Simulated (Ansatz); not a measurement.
**Pressure series in hypothetical CsCl type AuCl**

Base system: AuCl in the CsCl type structure (space group Pm-3m, No. 221; a = 3.422 Å; a hypothetical phase, not in the database extracts checked).

Cell and atoms are relaxed at each pressure.

Level of theory: PBE (Ansatz, a first-principles code; PAW; 420 eV plane waves; scalar-relativistic without spin-orbit coupling).

Two rows of this table had their results exchanged by mistake.

```json
[
 {"pressure": "pressure −2 GPa", "volume per atom (Å³)": "20.81", "shortest distance (Å)": "3.001", "band gap": "zero"},
 {"pressure": "pressure −1 GPa", "volume per atom (Å³)": "20.40", "shortest distance (Å)": "2.982", "band gap": "zero"},
 {"pressure": "pressure 3 GPa", "volume per atom (Å³)": "19.17", "shortest distance (Å)": "2.920", "band gap": "zero"},
 {"pressure": "pressure 7 GPa", "volume per atom (Å³)": "18.29", "shortest distance (Å)": "2.875", "band gap": "zero"},
 {"pressure": "pressure 15 GPa", "volume per atom (Å³)": "17.05", "shortest distance (Å)": "2.808", "band gap": "zero"},
 {"pressure": "pressure 30 GPa", "volume per atom (Å³)": "15.57", "shortest distance (Å)": "2.724", "band gap": "zero"},
 {"pressure": "pressure 50 GPa", "volume per atom (Å³)": "12.51", "shortest distance (Å)": "2.533", "band gap": "zero"},
 {"pressure": "pressure 75 GPa", "volume per atom (Å³)": "13.27", "shortest distance (Å)": "2.583", "band gap": "zero"},
 {"pressure": "pressure 100 GPa", "volume per atom (Å³)": "14.32", "shortest distance (Å)": "2.649", "band gap": "zero"}
]
```

Which two?

The rows for pressure 50 GPa and pressure 100 GPa: the volume has to fall steadily with pressure, so 14.32 Å³ belongs to pressure 50 GPa and 12.51 Å³ to pressure 100 GPa.

Load acts through the strain it causes; cell and atoms are relaxed under it. No phonon test of stability was made. No other phases were tried under pressure. No Hubbard U is applied, and correlation can decide whether such a compound is a metal. The final runs are not spin-polarised.
